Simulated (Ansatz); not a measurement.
**Ag: stress against strain**

Ag (fcc, Fm-3m, 16.655 Å³/atom at rest, cube axes along x, y and z) under a strain ε along a cube axis (axis z), the other axes held. PBEsol in Ansatz, a plane-wave DFT program (PAW, default set), 420 eV, 28×28×28 Γ-centred mesh, Fermi-Dirac smearing 0.10 eV; ions are relaxed within the symmetry of each cell. Stress is positive for a compressed cell.

Here s stands for strain and y for stress zz.

| strain (%) | stress zz (GPa) |
|---|---|
| -3.00 | ? |
| -1.50 | 2.28 |
| -1.00 | 1.50 |
| -0.50 | 0.74 |
| 0.00 | 0.00 |
| 0.50 | -0.72 |
| 1.00 | -1.41 |
| 1.50 | -2.09 |

Fit y of the 7 rows that show it with a straight line. Means: s 0, y 0.043. About the means, the sum of products is -10.195 and the sum of squares of s is 7.0000; the slope is their ratio. Least squares gives y = 0.043 - 1.4564·s. Residuals (row less fit): 0.052, 0.001, -0.031, -0.043, -0.035, 0.003, 0.052; standard error 0.043 (degrees of freedom: 5). The slope gives the elastic constant C11 = 146 ± 1.6 GPa.

Task: Estimate the missing y (s = -3.00); what did the run itself give?

Result: y = 0.043 - 1.4564 × (-3.0) = 4.412 GPa. The calculation gives 4.78 GPa, 0.368 GPa above the prediction (5.4 % of the range of y in the table). The row lies outside the fitted rows, so this is an extrapolation. From the scatter of the fitted rows alone, a prediction at this place has a standard error of 0.068 GPa, so the miss is 5.4 times that.

One order more, fitted to all 13 runs of the series, follows each within 0.01, so the miss is the next term of a smooth law. In a metal these values are sensitive to mesh and smearing; energies are taken to zero smearing, stresses follow the free energy. Rows are the converged runs of the series near zero and its far end; series whose fitted rows scatter by over a few per cent of the range, as at a crossing or softening among them, aren't shown in this form. Most that stay on the fit to the last digits aren't either.
